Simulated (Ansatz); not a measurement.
# Sensitivity of a calculation on Y₂P (Pnma, 12 atoms in the cell) to its settings

```cif
data_P4Y8
_chemical_formula_sum 'Y8 P4'
_space_group_name_H-M_alt 'P 1'
_space_group_IT_number 1
_cell_length_a 6.61125
_cell_length_b 5.02498
_cell_length_c 9.55661
_cell_angle_alpha 90.000
_cell_angle_beta 90.000
_cell_angle_gamma 90.000
loop_
_space_group_symop_operation_xyz
  'x, y, z'
loop_
_atom_site_label
_atom_site_type_symbol
_atom_site_fract_x
_atom_site_fract_y
_atom_site_fract_z
_atom_site_occupancy
Y1 Y 0.53800 0.25000 0.78200 1
Y2 Y 0.03800 0.25000 0.71800 1
Y3 Y 0.46200 0.75000 0.21800 1
Y4 Y 0.96200 0.75000 0.28200 1
Y5 Y 0.17400 0.25000 0.06200 1
Y6 Y 0.67400 0.25000 0.43800 1
Y7 Y 0.82600 0.75000 0.93800 1
Y8 Y 0.32600 0.75000 0.56200 1
P1 P 0.70200 0.25000 0.11100 1
P2 P 0.20200 0.25000 0.38900 1
P3 P 0.29800 0.75000 0.88900 1
P4 P 0.79800 0.75000 0.61100 1
```

Base run A: LDA (PW92), default PAW files made with PBE (Ansatz, a program for electronic structure), self-consistent single point.

Its settings: kpoints.mp_grid.grid = 4 5 3; hamiltonian.xc = lda; hamiltonian.pseudopotentials = {kind: paw} (the program's default PAW files); scf.occupations.method = cold; scf.occupations.width = 0.272 eV.

The starting cell was generated: these elements placed on a structure prototype, without a prior relaxation; it need not be a known phase or ordering of this composition. In the base run, with a pressure of about -11 GPa the cell is away from its equilibrium volume at this level. Ansatz's pressure includes its estimate of the finite-basis (Pulay) stress.

ΔF is the free energy per atom less that of run A. A dash stands where there is no value to compare (another energy zero or no entropy term, no result, no spin, no clean gap, or a mesh too coarse for one). Total energies depend on the potentials, the functional and any Hubbard or dispersion term, so they are compared only between runs that share all of them.

Run A gave: pressure (GPa) -11.42; largest force (eV/Å) 0.895; k-points 18; valence electrons 108.

Runs:
- B: 1 x 1 x 2 supercell, mesh divided and rounded up; kpoints.mp_grid.grid: 4 5 3 → 4 5 2
- C: kpoints.mp_grid.grid: 4 5 3 → 3 3 2; kpoints.mp_grid.shift: default → 0.5 0.5 0.5
- D: hamiltonian.xc: lda → pbesol [PBEsol]
- E: scf.occupations.method: cold → fermi_dirac; scf.occupations.width: 0.272 eV → 0.1 eV
- F: kpoints.mp_grid.grid: 4 5 3 → 4 6 3; scf.occupations.width: 0.272 eV → 0.3 eV
- G: scf.mixing.algorithm: default (the program chose MSR1) → broyden; scf.mixing.ndim: default → 4
- H: scf.mixing.algorithm: default (the program chose MSR1) → broyden; scf.mixing.beta: default → 1

### Question
What does run E change against A?

### Answer
The free energy falls by 17.0 meV/atom, the pressure hardly changes (-11.42 to -11.34 GPa) and the largest force goes from 0.895 to 0.865 eV/Å.

### Question
What does run F change against A?

### Answer
The free energy drops by 1.0 meV/atom, the pressure hardly changes (-11.42 to -11.41 GPa) and the largest force moves little (0.895 to 0.898 eV/Å).

```csv
run,ΔF (meV/atom),pressure (GPa),largest force (eV/Å),k-points,valence electrons
A,0.00,-11.42,0.895,18,108
B,0.05,-11.42,0.890,18,216
C,2.5,-11.42,0.839,4,108
D,–,-9.76,0.932,18,108
E,-17.0,-11.34,0.865,18,108
F,-1.04,-11.41,0.898,24,108
G,0.00,-11.42,0.895,18,108
H,0.00,-11.42,0.895,18,108
```

Keys are those of Ansatz 0.2.
